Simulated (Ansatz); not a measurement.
# SnS2: pressure series

Start from SnS2 in the CdI2 type structure (space group P-3m1, No. 164; a = 3.626 Å, c = 5.573 Å; layered, stacked along the Cartesian z axis).

Cell and atoms are relaxed at each pressure.

The values are results of PBEsol-D3(BJ), PAW, 420 eV (Ansatz, a program for electronic structure; no spin-orbit coupling), not measurements.

Computed cases, in order: pressure −1 GPa; 0 GPa (base); pressure 1.8 GPa; pressure 18 GPa; pressure 30 GPa; pressure 45 GPa; pressure 60 GPa.

Problem. Between which two neighbouring cases does the band gap open or close?

Solution. Between pressure 1.8 GPa (0.81 eV) and pressure 18 GPa (zero). The whole series: pressure −1 GPa: 1.10 eV; 0 GPa (base): 0.96 eV; pressure 1.8 GPa: 0.81 eV; pressure 18 GPa: zero; pressure 30 GPa: zero; pressure 45 GPa: zero; pressure 60 GPa: zero.

A case with no gap was solved on a k-mesh chosen for an insulator, which is coarse for it. Load acts through the strain it causes; cell and atoms are relaxed under it. Stability against distortions was not tested. No other phases were tried under pressure. All final runs are without spin polarisation. The zero or small gap of SnS2 under pressure 18 GPa and SnS2 under pressure 30 GPa can change with the level of theory.
